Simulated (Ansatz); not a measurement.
Pressure series in Pd

Base system: Pd in the fcc (Cu type) structure (space group Fm-3m, No. 225).

```
CELL_PARAMETERS angstrom
      0.00000     1.93787     1.93787
      1.93787     0.00000     1.93787
      1.93787     1.93787     0.00000
ATOMIC_POSITIONS crystal
  Pd 0.00000 0.00000 0.00000
```

Cell and atoms are relaxed at each pressure.

Method: plane-wave PAW DFT at the PBEsol level (Ansatz, a first-principles code, 420 eV), spin-orbit coupling left out.

```json
[
 {"pressure (GPa)": "-2", "volume per atom (Å³/atom)": "14.703"},
 {"pressure (GPa)": "-1", "volume per atom (Å³/atom)": "?"},
 {"pressure (GPa)": "0", "volume per atom (Å³/atom)": "14.555"},
 {"pressure (GPa)": "3", "volume per atom (Å³/atom)": "14.350"},
 {"pressure (GPa)": "7", "volume per atom (Å³/atom)": "14.103"},
 {"pressure (GPa)": "15", "volume per atom (Å³/atom)": "13.677"},
 {"pressure (GPa)": "30", "volume per atom (Å³/atom)": "13.045"},
 {"pressure (GPa)": "50", "volume per atom (Å³/atom)": "12.407"},
 {"pressure (GPa)": "100", "volume per atom (Å³/atom)": "11.322"}
]
```

Problem. Fit the third-order Birch–Murnaghan form P(V) = (3B₀/2)[(V₀/V)^(7/3) − (V₀/V)^(5/3)]·[1 + (3/4)(B₀′ − 4)((V₀/V)^(2/3) − 1)] (squares taken in P) to the rows shown and predict the withheld row.

Solution. Least squares on the printed values gives V₀ = 14.554 Å³/atom, B₀ = 206 GPa, B₀′ = 5.2; this predicts 14.626 Å³/atom, and the run gives 14.628 Å³/atom, 0.002 higher.

Load acts through the strain it causes; cell and atoms are relaxed under it. Stability against distortions was not tested. No other phases were tried under pressure. The final runs are not spin-polarised.
